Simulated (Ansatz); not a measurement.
Start from GaSb in the zinc blende structure (space group F-43m, No. 216).

```
GaSb
1.0
    0.00000     3.06622     3.06622
    3.06622     0.00000     3.06622
    3.06622     3.06622     0.00000
Sb Ga
1 1
Direct
  0.25000   0.25000   0.25000
  0.00000   0.00000   0.00000
```

Method: plane-wave PAW DFT at the r2SCAN level (Ansatz, a program for electronic structure, 500 eV), no spin-orbit coupling.

Carriers are added at fixed cell with a uniform background; the Fermi–Dirac width is that of 300 K.

One change was made to it. Results:

| quantity | base | after |
|---|---|---|
| Fermi level relative to the doped band's edge (positive inside the band; to 0.05 eV) | – | +0.35 eV |
| gap character | direct at Γ | direct at Γ |

### Question
Which change produced these results?
A. holes 1.0×10^21 cm⁻³
B. electrons 3.0×10^21 cm⁻³
C. electrons 1.0×10^21 cm⁻³
D. holes 1.0×10^22 cm⁻³

### Answer
A, holes 1.0×10^21 cm⁻³. For comparison, the Fermi level from band edge in the other runs: electrons 3.0×10^21 cm⁻³ gives +0.95 eV; electrons 1.0×10^21 cm⁻³ gives +0.70 eV; holes 1.0×10^22 cm⁻³ gives +1.15 eV.

Charged cell with a jellium background: band edges are those of the host's band count, energies are not comparable with the neutral cell, and many-body gap narrowing is missing. With Sb present, leaving out spin-orbit coupling can change the band edges. No phonon test of stability was made.
